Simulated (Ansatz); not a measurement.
Take HfC in the rock salt structure (space group Fm-3m, No. 225; a = 4.607 Å; relaxed with 0.1 eV smearing) as the base. Axes: x, y, z lie along the cube axes.

The values are results of plane-wave PAW DFT at the PBEsol level (Ansatz, a program for electronic structure, 420 eV), scalar-relativistic without spin-orbit coupling, not measurements.

Strains are applied to the cell and any free atomic positions relax.

One change was made to it. Results:

The pressure (mean of the normal stresses, compression positive) goes from zero to -2.4 GPa; the energy rises by 2.0 meV/atom.

Question: Which of these changes matches the shifts?
A. uniaxial strain ε_zz = −1.00 %
B. uniaxial strain ε_zz = +0.50 %
C. uniaxial strain ε_zz = −2.50 %
D. uniaxial strain ε_zz = +1.00 %

Answer: D, uniaxial strain ε_zz = +1.00 %. For comparison, the pressure in the other runs: uniaxial strain ε_zz = −1.00 % gives 2.6 GPa; uniaxial strain ε_zz = −2.50 % gives 6.9 GPa; uniaxial strain ε_zz = +0.50 % gives -1.2 GPa.

No phonon test of stability was made. The final runs are not spin-polarised.
